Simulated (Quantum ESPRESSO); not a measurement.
A self-consistent single point of MgSn5 (R32, 6 atoms in the cell) with Quantum ESPRESSO.

Method: PBEsol, GBRV 1.5 ultrasoft (PBESOL) pseudopotentials (plane waves; Quantum ESPRESSO 7.5).

The change in words: lattice scaled by 0.98. Reference geometry:
```xyz
6
Lattice="2.8426 -1.6412 5.5620 0.0000 3.2824 5.5620 -2.8426 -1.6412 5.5620" Properties=species:S:1:pos:R:3 pbc="T T T"
Mg     0.0000     0.0000     8.3430
Sn     1.8777     0.0302     5.5620
Sn    -0.9650     1.6110     5.5620
Sn    -0.9127    -1.6412     5.5620
Sn     0.0000     0.0000     2.7764
Sn     0.0000     0.0000    13.9097
```

Reference input (self-consistent single point, DFT, PBEsol, plane waves, GBRV 1.5 ultrasoft (PBESOL) pseudopotentials): ecutwfc = 40 Ry; ecutrho = 200 Ry; occupations = smearing; smearing = fermi-dirac; degauss = 0.0073499 Ry; potentials = {Mg: mg_pbesol_v1.4.uspp.F.UPF, Sn: sn_pbesol_v1.4.uspp.F.UPF}; K_POINTS = automatic 4 4 4 0 0 0; conv_thr = 1e-10 Ry; mixing_beta = 0.7. This run's input differs from it in these lines:

```diff
@@ -10,4 +10,4 @@
   ibrav = 5
-  A = 6.458348784
-  cosAB = 0.61253457497
+  A = 6.329182186
+  cosAB = 0.61253461354
   nat = 6
@@ -28,8 +28,8 @@
 ATOMIC_POSITIONS alat
-Mg    0.000000000    0.000000000    1.291821142
-Sn    0.290733678    0.004676846    0.861214094
-Sn   -0.149417106    0.249444328    0.861214094
-Sn   -0.141316571   -0.254121174    0.861214094
-Sn    0.000000000    0.000000000    0.429889656
-Sn    0.000000000    0.000000000    2.153752628
+Mg    0.000000000    0.000000000    1.291821164
+Sn    0.290733663    0.004676846    0.861214109
+Sn   -0.149417099    0.249444315    0.861214109
+Sn   -0.141316564   -0.254121161    0.861214109
+Sn    0.000000000    0.000000000    0.429889663
+Sn    0.000000000    0.000000000    2.153752665
 K_POINTS automatic
```

The program printed (abridged):

```
     Self-consistent Calculation

     iteration #  1     ecut=    40.00 Ry     beta= 0.70

     total energy              =    -918.29257613 Ry
     estimated scf accuracy    <       4.78830573 Ry

     iteration #  2     ecut=    40.00 Ry     beta= 0.70

     total energy              =    -919.66364584 Ry
     estimated scf accuracy    <       0.26017816 Ry

     iteration #  3     ecut=    40.00 Ry     beta= 0.70

     total energy              =    -919.67826449 Ry
     estimated scf accuracy    <       0.01332330 Ry

   [... 7 blocks of this kind left out ...]

     iteration # 11     ecut=    40.00 Ry     beta= 0.70

     total energy              =    -919.68294756 Ry
     estimated scf accuracy    <          3.0E-09 Ry

     iteration # 12     ecut=    40.00 Ry     beta= 0.70
     End of self-consistent calculation

     the Fermi energy is    11.2292 ev

!    total energy              =    -919.68294756 Ry
     estimated scf accuracy    <          4.5E-11 Ry
     smearing contrib. (-TS)   =      -0.00532216 Ry
     internal energy E=F+TS    =    -919.67762540 Ry

     convergence has been achieved in  12 iterations

     Forces acting on atoms (cartesian axes, Ry/au):

     atom    1 type  1   force =    -0.00000000    0.00000000    0.00000000
     atom    2 type  2   force =     0.00175140   -0.00303352   -0.00000000
     atom    3 type  2   force =     0.00175140    0.00303352    0.00000000
     atom    4 type  2   force =    -0.00350281    0.00000000    0.00000000
     atom    5 type  2   force =     0.00000000    0.00000000    0.00235229
     atom    6 type  2   force =     0.00000000   -0.00000000   -0.00235229

     Total force =     0.006919     Total SCF correction =     0.000013

          total   stress  (Ry/bohr**3)                   (kbar)     P=       15.73
   0.00003056  -0.00000000  -0.00000000            4.50       -0.00       -0.00
  -0.00000000   0.00003056   0.00000000           -0.00        4.50        0.00
   0.00000000   0.00000000   0.00025964            0.00        0.00       38.20

   JOB DONE.
```

The run converged in 12 iterations. Against the reference run the free energy hardly moves (within 1 meV/atom), the pressure goes from -1.74 to 1.57 GPa and the largest force goes from 0.085 to 0.090 eV/Å.

The starting cell comes from a database of computed structures (which also holds hypothetical and non-ambient phases and stackings), without a prior relaxation at this level. Its lattice was rescaled by a random factor within 2.5 % of one. For this run, on top of that: lattice scaled by 0.98.

Cost on one core of a shared machine: roughly 50 s.
